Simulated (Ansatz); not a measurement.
## Amorphous In24O35

The cell was made by melting and quenching with the CHGNet potential and then relaxed with DFT. O atoms were pushed apart under 1.9 Å during the dynamics, to hinder bonds among them. The hot cell started wider than the set density and was brought back towards it in steps. It is the lowest in DFT energy of 2 quenches. It is a model cell: composition and starting density were chosen by hand, and all elements were melted together. No dispersion term was used.

Computed with PBE, scalar-relativistic without spin-orbit coupling (plane waves to 420 eV, PAW; Ansatz, an electronic-structure program). Geometry, pressure, stress and energy are those of the PBE run. Its sampling: a 2×2×2 Γ-centred mesh; Fermi-Dirac width 0.02 eV; no spin polarisation. The usual formal charges leave 2 electrons over, so the level spacing at the Fermi energy parts defect or band states and needn't be the band gap. The spare electrons fill defect levels or the bottom of the conduction band, and the levels at the Fermi energy are partly filled.

| Item | Result |
|---|---|
| Number of atoms in the cell | 59 |
| Density (held, not predicted) | 6.23 g/cm³ |
| Volume per atom | 14.98 Å³ |
| Pressure on a 2×2×2 Γ-centred mesh | -1.67 GPa |
| Largest force and stress component on that mesh (the relaxation ran on the zone centre alone) | 0.11 eV/Å and 1.8 GPa |
| Energy relative to bixbyite In2O3 + tetragonal indium (lowest mix at this level among the phases computed, not always the ambient ones) | 0.148 eV/atom |
| Level spacing at the Fermi energy on a 2×2×2 Γ-centred mesh (PBE) | within the smearing (under twice its width) |

Cut-offs for bonds: In-In 3.12 Å, In-O 2.70 Å, O-O 1.58 Å. Two cations that share two anions don't count as bonded, nor two that share one unless they lie closer than In-In 3.04 Å.

```json
{
  "Mean coordination of In by anions": "5.25 (3 with 4, 12 with 5, 9 with 6)",
  "Mean coordination of O": "3.60 (14 with 3, 21 with 4)",
  "Mean In-O bond": "2.215 Å (spread 0.107 Å, 126 counted)",
  "Bond angle at In": "mean 105.6°, spread 28.3°"
}
```

Its density started from a set value of 6.23 g/cm³. The simulated quench (nominally 180 K/ps over its main leg) is rapid and tends to freeze in more defects than a deposited or slowly cooled glass has. One small periodic cell is one sample of the glass; other quenches scatter about these values. The volume was held where the preparation left it and the shape relaxed, at a PBE pressure of -1.7 GPa (tension). Stress components on the final sampling reach 1.8 GPa.
